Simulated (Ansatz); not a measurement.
Cells marked so need not be the phases stable at ambient conditions, and some may be hypothetical.

No gap correction and no spin-orbit coupling; mid-gap values are interpolated between computed energies.

A. SrTiO₃ (I4/mcm, not sure to be the ambient phase, 10 atoms a cell, 12.0 Å³ an atom), along the normal of (110)
B. HgF (I4/mmm, not sure to be the ambient phase, 4 atoms a cell, 19.2 Å³ an atom, -2 GPa at this level), along the normal of (110)
C. CaCl₂ (P4_2/mnm, rutile, not sure to be the ambient phase, 6 atoms a cell, 28.6 Å³ an atom), along the normal of (100)

Problem. Rank these by mid-gap decay constant of the slowest evanescent state (lowest first), as r2SCAN in Ansatz (an electronic-structure program) gives it.

Solution. A (0.26 1/Å), B (0.35 1/Å), C (0.43 1/Å)
